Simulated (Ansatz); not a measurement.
Start from TiO₂ in the anatase structure (space group I4_1/amd, No. 141; a = 3.770 Å, c = 9.555 Å). Axes: x, y, z lie along a, b, c of the conventional cell.

Method: PBEsol (Ansatz, a quantum-chemistry and plane-wave program, PAW, no SOC), earlier PAW set.

For the base:

- Shortest interatomic distance: 1.928 Å
- Band gap: 2.11 eV
- Width of the top valence band: 0.84 eV

It is then changed as follows: the cell is stretched by 5.33 % along z with no lateral relaxation, atoms relaxed at fixed cell.

Q: How does this affect the stress?

A: The stress (xx, yy, zz, yz, xz, xy; compression positive) amounts to (-7.38, -7.38, -9.94, 0.00, 0.00, 0.00) GPa.

Q: Estimate the effect on the largest internal atomic displacement.

A: The largest internal atomic displacement is 0.058 Å.

Q: What happens to the shortest interatomic distance?

A: The shortest interatomic distance increases by 0.018 Å to 1.946 Å.

Q: Predict the new band gap.

A: The band gap goes up by 0.13 eV, from 2.11 eV to 2.24 eV.

Q: What does the calculation give for the width of the top valence band after the change?

A: The width of the top valence band decreases by 0.15 eV to 0.69 eV.

The cells carry an imposed strain or load. Whether these cells are dynamically stable was not tested. All final runs are without spin polarisation.
